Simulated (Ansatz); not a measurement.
System: cubic perovskite CsSnI₃ (cubic high-temperature phase). Method: r²SCAN (Ansatz, a program for electronic structure, PAW).

Numerical settings: plane-wave cutoff 600 eV, 4×4×4 k mesh, finite displacements, scalar-relativistic PAW data made under PBE.

Cell (relaxed at this level):

```
CsSnI3
1.0
    6.24236     0.00000     0.00000
    0.00000     6.24236     0.00000
    0.00000     0.00000     6.24236
Cs Sn I
1 1 3
Direct
  0.00000   0.00000   0.00000
  0.50000   0.50000   0.50000
  0.50000   0.00000   0.50000
  0.00000   0.50000   0.50000
  0.50000   0.50000   0.00000
```

**Question.** Give the computed high-frequency dielectric constant.

**Answer.** 
- high-frequency dielectric constant = 7.95

Note: the relaxation could not lower the start's symmetry, so the cell can be a saddle point above a distorted one; the run finds an imaginary mode (41i cm⁻¹), so the cell is a saddle point at this level.

Spin–orbit coupling is not included.
